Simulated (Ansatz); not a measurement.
Cost and result by functional for the surface energy of the (110) surface of fcc Pd in its 1x1 cell, outermost plane spacing 1.39 Å in the ideal cut, in Ansatz (plane waves, PAW). Single points on the PBE structure, on one kind of machine; costs are rough ratios of the slab run's core time (references not counted) to the cheapest single point. r2SCAN's cost holds its higher cutoff (500 against 420 eV). Differences are taken against r2SCAN for comparison alone: no measured value is at hand, so the table doesn't rank accuracy.

Model: 8-atom slab, 9.8 Å thick at the start (thin: gaps and levels are the slab's own), 13x10x1 mesh, Fermi-Dirac 0.1 eV, dipole correction, all atoms relaxed; start symmetry kept, larger cells not searched; no spin, no spin-orbit, no U. These notes are the PBE run's.

| functional | relative cost | surface energy (J/m²) | less r2SCAN (J/m²) |
|---|---|---|---|
| LDA | 1 | 2.19 | 0.39 |
| PBEsol | 1 | 1.98 | 0.18 |
| RPBE | 1 | 1.33 | -0.47 |
| r2SCAN | 3 | 1.80 | 0.00 |
| PBE (the relaxed run's value) | – | 1.60 | -0.20 |

The values span 0.86 J/m², while the single points' costs differ by a factor of roughly 3. Differences are of unrounded values.

Ansatz is a first-principles code.
